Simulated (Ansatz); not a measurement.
The parent structure is SiC in the wurtzite structure (space group P6_3mc, No. 186; a = 3.0919 Å, c = 5.0742 Å).

The same geometry is solved again with r2SCAN.

Levels (all Ansatz, an electronic-structure program, PAW, earlier PAW set): r2SCAN (500 eV, no spin-orbit coupling); PBE (420 eV, scalar-relativistic without spin-orbit coupling).

Base, band edges from the VBM (valence, conduction): K -3.78, 2.31; H -1.73, 4.99; M -1.19, 2.76; L -2.31, 3.25; A -0.71, 5.75; Γ 0.00, 4.67 eV.

Question: Give the band edges at the high-symmetry points of the new zone, measured from its valence-band maximum.

Answer: 
```tsv
point	valence edge (eV)	conduction edge (eV)
Γ	0.00	5.21
M	-1.25	3.19
K	-3.93	2.68
A	-0.75	6.33
L	-2.42	3.67
H	-1.81	5.50
```

The gap is 2.68 eV, indirect, Γ → K.

Single points use the geometry relaxed with PBE. Stability against distortions was not tested.
